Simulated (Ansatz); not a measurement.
Start from BAs in the zinc blende structure (space group F-43m, No. 216; a = 4.7679 Å). Axes: x, y, z lie along the cube axes.

Level of theory: PBEsol in Ansatz (plane waves to 420 eV, PAW, no spin-orbit coupling).

One thing is altered: every lattice vector is stretched by 2.60 %; the atoms relax in the strained cell.

Q: Predict the stress tensor and what it implies for the stiffness.

A: Stress of the strained cell less that of the base (GPa, compression positive):
```
  -9.23    0.00    0.00
   0.00   -9.23    0.00
   0.00    0.00   -9.23
```

Then B = −ΔP/(ΔV/V₀) with ΔV/V₀ = 0.0800 gives secant stiffness values (nonlinear terms included at this strain): B ≈ 115 GPa.

As a check, the harmonic strain energy −½ V₀ Δσ:ε is 30 meV/atom; the computed energy rise is 33 meV/atom.

Whether these cells are dynamically stable was not tested.

Ansatz is a program for electronic structure.
